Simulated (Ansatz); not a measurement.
Ti on the (0001) surface of wurtzite GaN (2x2 Ga adatom at T4; a constructed slab, bottom: 3 H on 4 bottom sites), one in a cell of 36 Å², energies for each. Energies are against an atom of hcp Ti, without zero-point or thermal terms; each row is named by its start (#2, #3: further inequivalent places of a kind).

Host crystal: wurtzite GaN, with a band gap (PBE, scalar-relativistic without spin-orbit coupling).

Method: PBE (plane waves to 420 eV, PAW; Ansatz, a program for electronic structure).

Slab: 45 atoms, 13.9 Å thick at the start with caps and adatoms under the adsorbate (thin: gaps and levels are the slab's own); k 4x4x1, smearing 0.01 eV, dipole-corrected; 23 atoms held, the rest relaxed; each run with such symmetry as its start has; spin-polarised, no spin-orbit, no U, no dispersion correction.

A negative adsorption energy means that the adsorbate is more stable on the surface than in its reference. Starts that drift may end in the same place. Heights count from the host atoms within 0.3 Å of the top one. Moments of ungapped slabs depend on the mesh.

| starting site | E_ads (eV) | height (Å) | nearest host atom (Å) | bonded to | change of the vacuum step (eV) | lateral drift (Å) | moment (μB) |
|---|---|---|---|---|---|---|---|
| top Ga | 2.04 | -0.15 | Ga 2.81 | 3 Ga | -1.06 | 3.7 | 2.0 |
| over Ga at depth 1.7 Å | 2.07 | -0.18 | Ga 2.78 | 3 Ga | -1.00 | 1.8 | 2.0 |
| over Ga at depth 1.7 Å #2 | 2.04 | -0.15 | Ga 2.80 | 3 Ga | -1.06 | 1.9 | 2.0 |
| hollow Ga-Ga-Ga | 2.04 | -0.15 | Ga 2.81 | 3 Ga | -1.06 | 0.0 | 2.0 |
| hollow Ga-Ga-Ga over Ga at depth 2.1 Å | 1.44 | -0.10 | N 2.46 | 5 Ga + N | -1.24 | 1.8 | 1.9 |
